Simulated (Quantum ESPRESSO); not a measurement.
Quantum ESPRESSO run on Hf₃Be (I4/mmm, 4 atoms in the cell): self-consistent single point.

Method: PBEsol, GBRV 1.5 ultrasoft (PBESOL) pseudopotentials (plane waves; Quantum ESPRESSO).

```xyz
4
Lattice="2.0920 -2.0920 4.3530 2.0920 2.0920 4.3530 -2.0920 -2.0920 4.3530" Properties=species:S:1:pos:R:3 pbc="T T T"
Hf    -2.0920     0.0000     2.1765
Hf     0.0000     2.0920     2.1765
Hf     0.0000     0.0000     4.3530
Be     0.0000     0.0000     0.0000
```

Reference input (self-consistent single point, DFT, PBEsol, plane waves, GBRV 1.5 ultrasoft (PBESOL) pseudopotentials): ecutwfc = 40 Ry; ecutrho = 320 Ry; occupations = smearing; smearing = fd; degauss = 0.0099958 Ry; potentials = {Hf: hf_pbesol_v1.uspp.F.UPF, Be: be_pbesol_v1.4.uspp.F.UPF}; K_POINTS = automatic 9 9 9 0 0 0; conv_thr = 1e-10 Ry; mixing_beta = 0.4. This run's input differs from it in these lines:

```diff
@@ -18,3 +18,3 @@
   smearing = 'fd'
-  degauss = 0.0099958
+  degauss = 0.0036749
 /
```

Output, abridged:

```
     Self-consistent Calculation

     iteration #  1     ecut=    40.00 Ry     beta= 0.40

     negative rho (up, down):  3.484E-01 0.000E+00

     total energy              =    -503.27065217 Ry
     estimated scf accuracy    <       7.17821374 Ry

     iteration #  2     ecut=    40.00 Ry     beta= 0.40

     negative rho (up, down):  3.381E-01 0.000E+00

     total energy              =    -503.59920465 Ry
     estimated scf accuracy    <       1.01667618 Ry

     iteration #  3     ecut=    40.00 Ry     beta= 0.40

     negative rho (up, down):  3.374E-01 0.000E+00

     total energy              =    -503.65351801 Ry
     estimated scf accuracy    <       0.10489062 Ry

   [... 9 blocks of this kind left out ...]

     iteration # 13     ecut=    40.00 Ry     beta= 0.40

     negative rho (up, down):  3.385E-01 0.000E+00

     total energy              =    -503.67361288 Ry
     estimated scf accuracy    <          3.0E-10 Ry

     iteration # 14     ecut=    40.00 Ry     beta= 0.40

     negative rho (up, down):  3.385E-01 0.000E+00
     End of self-consistent calculation

     the Fermi energy is    13.3197 ev

!    total energy              =    -503.67361288 Ry
     estimated scf accuracy    <          9.9E-13 Ry
     smearing contrib. (-TS)   =      -0.00119561 Ry
     internal energy E=F+TS    =    -503.67241727 Ry

     convergence has been achieved in  14 iterations

     negative rho (up, down):  3.385E-01 0.000E+00

     Forces acting on atoms (cartesian axes, Ry/au):

     atom    1 type  1   force =     0.00000000    0.00000000    0.00000000
   [... zero for the other atoms too ...]

     Total force =     0.000000     Total SCF correction =     0.000000

     negative rho (up, down):  3.385E-01 0.000E+00
          total   stress  (Ry/bohr**3)                   (kbar)     P=      -44.36
  -0.00031364  -0.00000000   0.00000000          -46.14       -0.00        0.00
   0.00000000  -0.00031364   0.00000000            0.00      -46.14        0.00
   0.00000000  -0.00000000  -0.00027737            0.00       -0.00      -40.80

   JOB DONE.
```

The run converged in 14 iterations. Against the reference run the free energy rises by 16.7 meV/atom and the pressure goes from -4.17 to -4.44 GPa.

The starting cell comes from a database of computed structures (which also holds hypothetical and non-ambient phases and stackings), without a prior relaxation at this level. With a pressure of about -4 GPa the cell is away from its equilibrium volume at this level.

Cost on one core of a shared machine: roughly 4 min.
